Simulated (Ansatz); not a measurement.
Defect migration in wurtzite GaN: O-vacancy pair (O on one host N site, one N site vacant), charge state +2. These are PBE, PAW (plane waves to 420 eV; Ansatz, a program for electronic structure) values and carry that method's errors.

72-site cell at the relaxed PBE lattice, one k-point at (0.125, 0.250, 0.250), smearing 0.01 eV, spin-restricted, no finite-size correction. Energies are static. The charge state is imposed; whether it is stable for some Fermi level was not computed. Forms of the defect that were not tried may lie lower. The start lies 0.063 eV above the lowest site run (PBE).

Barriers: single points on a 2×2×2 k-point mesh shifted by half a step along c at the bands' geometries.

The step: O and the vacancy change places (O-vacancy distance between ideal sites 3.21 Å throughout); the atom moves 3.20 Å along (-0.33, 0.33, -0.50) of the unit cell; the moving atom starts with neighbours Ga at 2.03, 2 Ga at 2.06, Ga at 2.10 Å and ends with 2 Ga at 2.04, Ga at 2.07, Ga at 2.08 Å.

### Question
What migration barrier of this step does PBE, PAW give?

### Answer
3.15 eV forward and 3.12 eV backward. At the saddle the moving atom has neighbours Ga at 1.89, Ga at 2.09, 2 Ga at 2.11 Å. The saddle point's order was not checked, and it lies on a symmetry element of the cell, where a band can be held.
